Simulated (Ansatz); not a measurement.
## CdSe under a change: pressure 9 GPa

Take CdSe in the zinc blende structure (space group F-43m, No. 216; a = 6.196 Å) as the base.

Now apply this change: a hydrostatic pressure of 9 GPa.

Method: DFT with PBE, PAW potentials and a 420 eV plane-wave cutoff in Ansatz (a program for electronic structure), without spin-orbit coupling. Γ-centred 9×9×9 mesh, Fermi–Dirac width 0.05 eV.

```tsv
quantity	base	changed	shift
volume per atom	29.74 Å³	25.76 Å³	-3.98 Å³
density	5.34 g/cm³	6.17 g/cm³	+0.83 g/cm³
lattice parameter a	6.196 Å	5.906 Å	-0.290 Å
enthalpy H = E + PV relative to the base's energy	–	+1.54 eV/atom	–
band gap	0.49 eV	0.79 eV	+0.292 eV
gap character	direct at Γ	direct at Γ	–
width of the top valence band	1.98 eV	2.57 eV	+0.59 eV
electron mass	0.052 mₑ (at Γ)	0.072 mₑ (at Γ)	–
hole mass (degenerate bands, along [100])	0.054, 0.73, 0.73 mₑ (at Γ)	0.075, 0.59, 0.59 mₑ (at Γ)	–
```

Final structure:

```yaml
crystal:
  lattice:
    - [0.00000, 2.95318, 2.95318]
    - [2.95318, 0.00000, 2.95318]
    - [2.95318, 2.95318, 0.00000]
  atoms:
    - { symbol: Cd, position: [0.00000, 0.00000, 0.00000] }
    - { symbol: Se, position: [0.25000, 0.25000, 0.25000] }
```

Cost of the whole job for the changed cell (relaxation, final SCF and bands): about 28 core-seconds (a rough figure).

Load acts through the strain it causes; cell and atoms are relaxed under it. Masses are band curvatures over ±0.01 Å⁻¹ around the edge. Whether these cells are dynamically stable was not tested. Tetrahedral semiconductors of this kind turn to denser phases somewhere between about 1 and 50 GPa; those were not computed, so compressed cells here can lie past the real transition.
